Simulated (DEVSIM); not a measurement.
Device: abrupt GaAs p-n junction, at 300 K.

Layer 1 from the left is GaAs, thickness (μm) 0.280, Na (cm⁻³) 4.5e15, τn (s) 5.5e-8, τp (s) 5.5e-8. Layer 2 from the left is GaAs, thickness (μm) 0.910, Nd (cm⁻³) 2.3e16, τn (s) 5.5e-8, τp (s) 5.5e-8.

Left contact: ohmic. Right contact: ohmic. Voltage is applied to the left contact. Recombination: SRH at mid-gap. Mobility is constant in doping.

This is a model device: material constants are rounded textbook-type values typed into the input, and sizes, dopings and lifetimes were drawn at random. Values at 300 K.

GaAs: gap (eV) 1.424, affinity (eV) 4.07, permittivity 12.9, Nc (cm⁻³) 4.7e17, Nv (cm⁻³) 9e18, μn (cm²/Vs) 8500, μp (cm²/Vs) 400.

Simulated with DEVSIM: 1D drift-diffusion, Boltzmann statistics, complete ionisation; no tunnelling, impact ionisation, image-force lowering or self-heating.

**Question.** What does the simulation give for the largest field in the device at zero bias, the potential step across the device at zero bias?

**Answer.** largest field in the device at zero bias 40000 V/cm; potential step across the device at zero bias 1.149 V.
